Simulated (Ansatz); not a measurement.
**SiGe (model structure, started from the WC type, P-6m2, No. 187, 2 atoms in the cell)**

The numbers are results of r²SCAN (Ansatz, a quantum-chemistry and plane-wave program, PAW), not measurements.

Settings: plane-wave cutoff 560 eV, 18×18×18 k mesh, Fermi–Dirac smearing 0.05 eV, scalar-relativistic PAW data made under PBE.

Cell (relaxed at this level):

```cif
data_GeSi
_chemical_formula_sum 'Ge1 Si1'
_space_group_name_H-M_alt 'P 1'
_space_group_IT_number 1
_cell_length_a 3.64181
_cell_length_b 3.64181
_cell_length_c 3.15268
_cell_angle_alpha 90.000
_cell_angle_beta 90.000
_cell_angle_gamma 120.000
loop_
_space_group_symop_operation_xyz
  'x, y, z'
loop_
_atom_site_label
_atom_site_type_symbol
_atom_site_fract_x
_atom_site_fract_y
_atom_site_fract_z
_atom_site_occupancy
Ge1 Ge 0.00000 0.00000 0.00000 1
Si1 Si 0.66667 0.33333 0.50000 1
```

```
Quantity              Value
------------  -------------
band gap      zero (no gap)
bulk modulus       78.2 GPa
```

Note: the bulk modulus is −V dP/dV from two relaxed cells at ±2 % in volume; the relaxation could raise the start's symmetry but not lower it, so the cell can be a saddle point.

Spin–orbit coupling is not included.

The computed numbers hold no vibrational or temperature effects.

It cost about 4 core-minutes (a rough figure) of CPU time.

A model structure was made by putting elements into a prototype or built by hand; it is no filed structure, need not be a known phase, and can be a saddle point held by its symmetry.
